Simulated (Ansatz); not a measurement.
## Response to strain in BAs

Base system: BAs in the zinc blende structure (space group F-43m, No. 216; a = 4.768 Å).

Strains are applied to the cell and any free atomic positions relax.

Computed with PBEsol (Ansatz, an electronic-structure program), spin-orbit coupling left out.

| isotropic strain (%) | pressure (GPa) |
|---|---|
| -2.5 | 12.4 |
| -1.5 | 7.0 |
| -1 | 4.5 |
| 0 | 0.0 |
| 0.5 | -2.0 |
| 1.5 | -5.7 |
| 2 | ? |
| 2.5 | -8.9 |
| 3 | -10.4 |

Question: Fit P = P₀ − Bδ + Cδ² with δ = (1 + ε)³ − 1 to the rows shown and predict the withheld row.

Answer: Least squares on the printed values gives P₀ = 0.0 GPa, B = 143 GPa, C = 340 GPa (largest residual 0.1 GPa); this predicts -7.4 GPa, and the run gives -7.4 GPa, in agreement.

Stability against distortions was not tested.
